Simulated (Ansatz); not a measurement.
Gap of a one-dimensional NaF body, 8 atoms a period at several levels, all on one geometry.

```
CELL_PARAMETERS angstrom
     13.50000     0.00000     0.00000
      0.00000    13.50000     0.00000
      0.00000     0.00000     4.40213
ATOMIC_POSITIONS crystal
  Na 0.41620 0.41620 0.00000
  F  0.41335 0.41335 0.50000
  F  0.41335 0.58665 0.00000
  Na 0.41620 0.58380 0.50000
  F  0.58665 0.41335 0.00000
  Na 0.58380 0.41620 0.50000
  Na 0.58380 0.58380 0.00000
  F  0.58665 0.58665 0.50000
```

Levels: PBE (plane waves to 420 eV, PAW; Ansatz, a first-principles code); r2SCAN (plane waves to 500 eV, PAW; Ansatz); HSE06 run with Ansatz. Unmarked values and the geometry are of the first. Mesh 1×1×68. No spin polarisation. Periodic along z alone, with about 11 Å of vacuum beside it. A hypothetical model. Only distortions within the start's symmetry and period were free. HSE06 ran on a 1×1×4 mesh and at PBE's edge points.

| level | gap (eV) |
|---|---|
| PBE | 5.52 |
| r2SCAN | ? |
| HSE06 | 7.31 |

**Question.** What belongs in the gaps?

**Answer.** 
- r2SCAN, gap (eV): 6.43
